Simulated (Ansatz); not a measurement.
## AlRu, pressure series

Take AlRu in the CsCl type structure (space group Pm-3m, No. 221) as the base.

AlRu is taken in the cubic space group Pm-3m (No. 221), the CsCl type structure, Pearson symbol cP2. Conventional cell: a = 2.9763 Å, b = 2.9763 Å, c = 2.9763 Å, α = 90.00°, β = 90.00°, γ = 90.00°. Al on 1a is coordinated by 8 Ru at 2.578 Å and 6 Al at 2.976 Å. Ru on 1b is surrounded by 8 Al at 2.578 Å and 6 Ru at 2.976 Å. (Neighbours: up to the widest gap in distance over summed covalent radii, below 1.35, at either atom.)

Cell and atoms are relaxed at each pressure.

All numbers come from PBEsol (Ansatz, a quantum-chemistry and plane-wave program), scalar-relativistic without spin-orbit coupling.

```tsv
pressure (GPa)	volume per atom (Å³/atom)
-2	13.307
-1	13.244
0	13.183
0.3	13.165
0.7	13.142
1.5	13.095
3	?
5	12.900
10	12.646
```

Problem. Fit the third-order Birch–Murnaghan form P(V) = (3B₀/2)[(V₀/V)^(7/3) − (V₀/V)^(5/3)]·[1 + (3/4)(B₀′ − 4)((V₀/V)^(2/3) − 1)] (squares taken in P) to the rows shown and predict the withheld row.

Solution. Least squares on the printed values gives V₀ = 13.183 Å³/atom, B₀ = 219 GPa, B₀′ = 4.4; this predicts 13.009 Å³/atom, and the run gives 13.010 Å³/atom, in agreement.

Load acts through the strain it causes; cell and atoms are relaxed under it. Whether these cells are dynamically stable was not tested. Competing high-pressure phases were not computed. All final runs are without spin polarisation.
